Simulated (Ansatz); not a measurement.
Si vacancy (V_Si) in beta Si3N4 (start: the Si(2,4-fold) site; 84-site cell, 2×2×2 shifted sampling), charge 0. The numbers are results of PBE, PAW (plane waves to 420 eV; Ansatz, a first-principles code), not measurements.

```yaml
total_energy_of_the_defect_cell: -40763.6492 eV
total_energy_of_the_perfect_cell: -41410.8991 eV
"μ(Si) in silicon, atoms added −1": -635.8098 eV
"Δμ(Si), Si-rich": 0.000 eV
```

Task: Work out the formation energy.

Result: E_f = E(defect) − E(perfect) − Σ n μ = 647.250 − (635.810) = 11.44 eV.
